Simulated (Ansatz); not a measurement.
Take Na in the diamond structure (space group Fd-3m, No. 227; a = 7.489 Å; a hypothetical phase, not in the database extracts checked) as the base. Axes: x, y, z lie along the cube axes.

Computed with PBEsol (Ansatz, an electronic-structure program), scalar-relativistic without spin-orbit coupling.

Free-standing slabs (2 atom(s) a layer) normal to [110] with 15 Å of vacuum; in-plane cell held at bulk.

One change was made to it. Results:

The shortest interatomic distance rises by 0.0535 Å to 3.296 Å; the band gap stays zero.

**Question.** What was done to the base?
(A) 7 layers
(B) 6 layers
(C) 3 layers

**Answer.** A, 7 layers. For comparison, the shortest interatomic distance in the other runs: 6 layers gives 3.430 Å; 3 layers gives 3.435 Å.

No phonon test of stability was made.
